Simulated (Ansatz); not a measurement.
**ZrSi2: response to strain**

The parent structure is ZrSi2 (space group Cmcm, No. 63; a = 3.705 Å, b = 14.795 Å, c = 3.679 Å). Axes: x, y, z lie along a, b, c of the conventional cell.

Strains are applied to the cell and any free atomic positions relax; under biaxial strain the out-of-plane vector relaxes too; under stress the whole cell relaxes.

The values are results of PBE (Ansatz, a program for electronic structure; PAW; 420 eV plane waves; without spin-orbit coupling), earlier PAW set, not measurements.

Notes on the quantities. energy relative to the base: free energy F; pressure: mean of the normal stresses, compression positive.

```csv
variant,energy relative to the base,pressure,shortest interatomic distance
base,0 meV/atom,0.0 GPa,2.420 Å
"biaxial strain +0.29 %, plane normal [001], relaxed out of plane",+0.2 meV/atom,-0.5 GPa,2.420 Å
"biaxial strain +2.31 %, plane normal [001], relaxed out of plane",+13 meV/atom,-3.4 GPa,2.419 Å
isotropic strain −2.83 %,+53 meV/atom,13.2 GPa,2.374 Å
isotropic strain −1.37 %,+12 meV/atom,5.8 GPa,2.398 Å
uniaxial strain ε_zz = −2.57 %,+10 meV/atom,4.0 GPa,2.392 Å
uniaxial strain ε_zz = −2.15 %,+7.0 meV/atom,3.3 GPa,2.396 Å
uniaxial strain ε_zz = +5.05 %,+33 meV/atom,-6.1 GPa,2.477 Å
"uniaxial stress, 5 GPa compression along z",+5.5 meV/atom,–,2.401 Å
```

Without a gap, meshes like the base's 13×13×13 leave anisotropic stresses uncertain by several tenths of a GPa, and small strain energies with them. Beyond what the load breaks, stability against distortions was not tested. All final runs are without spin polarisation.
